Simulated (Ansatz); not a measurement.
The parent structure is MgF2 in the rutile structure (space group P4_2/mnm, No. 136; a = 4.622 Å, c = 3.046 Å).

Level of theory: plane-wave PAW DFT at the r2SCAN level (Ansatz, a quantum-chemistry and plane-wave program, 500 eV), scalar-relativistic without spin-orbit coupling.

Base values:

Band gap: 8.07 eV
Shortest interatomic distance: 1.980 Å

Now apply this change: every F is replaced by Cl, then cell and atoms are relaxed.

What happens to the band gap and shortest interatomic distance?

The band gap falls by 2.53 eV, from 8.07 eV to 5.54 eV; the shortest interatomic distance grows by 0.509 Å (1.980 Å → 2.489 Å).

Stability against distortions was not tested. As relaxed here, MgCl2 is a hypothetical phase, not in the database extracts checked. The base started in Pnnm and relaxed to P4_2/mnm at this level.
